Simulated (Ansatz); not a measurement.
The starting structures come from a database of crystals and need not be the phases stable at ambient conditions.

Consider the following.

```xyz
10
Lattice="6.2744 0.0000 0.0000 -3.1372 5.4338 0.0000 3.1372 1.8113 5.1230" Properties=species:S:1:pos:R:3 pbc="T T T"
Cs     3.1372     1.8113     1.2808
Cs     3.1372     5.4338     3.8423
Na     6.2744     3.6225     2.5615
In     0.0000     0.0000     0.0000
F     -1.6533     4.5771     1.2116
F      1.6533     2.6680     3.9114
F      0.0000     1.7135     1.2116
F      0.0000     5.5316     3.9114
F      1.6533     4.5771     1.2116
F      4.6211     2.6680     3.9114
```

Space group of this cell: Fm-3m. The cell is taken as given.

Transport runs along the normal of the first two printed cell vectors, the (111) plane of the conventional cell.

No gap correction and no spin-orbit coupling; mid-gap values are interpolated between computed energies.

### Question
Estimate the band gap and the smallest decay constant κ at mid-gap that PBEsol in Ansatz (an electronic-structure program) returns for this system.

### Answer
Gap 5.50 eV on a 8×8×8 mesh; κ = 0.432 1/Å, at the zone centre.
